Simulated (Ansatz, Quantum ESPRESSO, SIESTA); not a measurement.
# One structure in several programs: LaSi₂Ru₃ (P6/mmm, 6 atoms in the cell)

Self-consistent single point, at a second geometry (lattice scaled by 0.98). First geometry:

```
CELL_PARAMETERS angstrom
      5.74998     0.00000     0.00000
     -2.87499     4.97963     0.00000
      0.00000     0.00000     3.46258
ATOMIC_POSITIONS crystal
  La 0.00000 0.00000 0.00000
  Si 0.33333 0.66667 0.00000
  Si 0.66667 0.33333 0.00000
  Ru 0.00000 0.50000 0.50000
  Ru 0.50000 0.00000 0.50000
  Ru 0.50000 0.50000 0.50000
```

Shared settings, as Ansatz (a program for electronic structure) writes them: kpoints.mp_grid.grid = 5 5 7; scf.occupations.method = gaussian; scf.occupations.width = 0.1 eV. Potentials and cutoffs stand in the table.

```csv
code,model,ΔF from the first geometry (meV/atom),pressure (GPa),cutoff
Ansatz,"PBEsol, PAW files made with PBE",25.6,10.66,default
SIESTA,"GGA PBEsol, numerical atomic orbitals DZP, PseudoDojo PBEsol standard norm-conserving potentials (rewritten from UPF to PSML)",35.5,12.67,grid 350 Ry
Quantum ESPRESSO,"PBEsol, GBRV 1.5 ultrasoft (PBESOL) pseudopotentials",25.0,10.65,40 Ry
```

On Ansatz's run: spin polarisation is off.

The spread over the programs that give each value: ΔF from the first geometry within 10.5 meV/atom; pressure within 2.02 GPa.

SIESTA uses small atom-centred bases, whose incompleteness enters pressures, forces and empty levels differently from a plane-wave cutoff. Ansatz's pressure is given at a fixed set of plane waves, as the other plane-wave codes print theirs; with its correction for the finite basis it is 10.78 GPa. In the pressure, SIESTA (by 2.02) lies more than 1 GPa from the median of the plane-wave programs.

The starting cell comes from a database of computed structures (which also holds hypothetical and non-ambient phases and stackings), without a prior relaxation at this level. Its lattice was rescaled by a random factor within 2.5 % of one. For this run, on top of that: lattice scaled by 0.98.

Left out of this page: Elk and FLEUR (not drawn, or without a comparable value).

Keys are those of Ansatz 0.2.
